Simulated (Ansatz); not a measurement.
Results of LDA in Ansatz (plane waves, PAW) for AgO (I4₁/a, No. 88, 16 atoms in the cell; start mp-1288).

Settings: plane-wave cutoff 500 eV, 8×8×8 k mesh, Fermi–Dirac smearing 0.05 eV, no spin polarisation, scalar-relativistic PAW data made under PBE.

Cell (relaxed at this level):

Space group I4₁/a, origin choice 1 (No. 88); a = b = 6.658 Å, c = 9.149 Å, α = β = γ = 90.00°

```
atom  site  symmetry       x       y       z
----  ----  --------  ------  ------  ------
Ag      8d        -1  0.2500  0.0000  0.3750
Ag      8c        -1  0.0000  0.2500  0.1250
O      16f         1  0.2443  0.0819  0.0862
```
(The calculation used a cell of 16 atoms; values per cell refer to that cell.)

**Question.** Give the computed band gap.

**Answer.** 
* **band gap**: 0.11 eV (under three smearing widths, so not firm)

Note: the relaxation could not lower the start's symmetry, so the cell can be a saddle point above a distorted one.

Spin–orbit coupling is not included.

The result took very roughly 10 core-minutes.

A start named mp-… is a Materials Project structure, which need not be a measured phase.

Ansatz is a program for electronic structure.
